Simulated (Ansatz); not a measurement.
Start from Ru in the hcp (Mg type) structure (space group P6_3/mmc, No. 194; a = 2.692 Å, c = 4.246 Å). Axes: x lies along a and z along c of the hexagonal cell.

Method: plane-wave PAW DFT at the PBEsol level (Ansatz, a quantum-chemistry and plane-wave program, 420 eV), no SOC.

Base values:

```
Item                Value
---------------  --------
Volume per atom  13.32 Å³
Pressure          0.0 GPa
Band gap             zero
```

Perturbation: biaxial strain −1.00 %, plane normal [001], relaxed out of plane (Cartesian); in-plane vectors clamped, the third vector and the atoms free.

**Question.** What does the calculation give for the volume per atom after the change?

**Answer.** The volume per atom decreases by 0.19 Å³, from 13.32 Å³ to 13.13 Å³.

**Question.** Predict the new pressure.

**Answer.** The pressure (mean of the normal stresses, compression positive) goes from zero to 5.1 GPa.

**Question.** What happens to the band gap?

**Answer.** The band gap stays zero.

No phonon test of stability was made. The final runs are not spin-polarised.
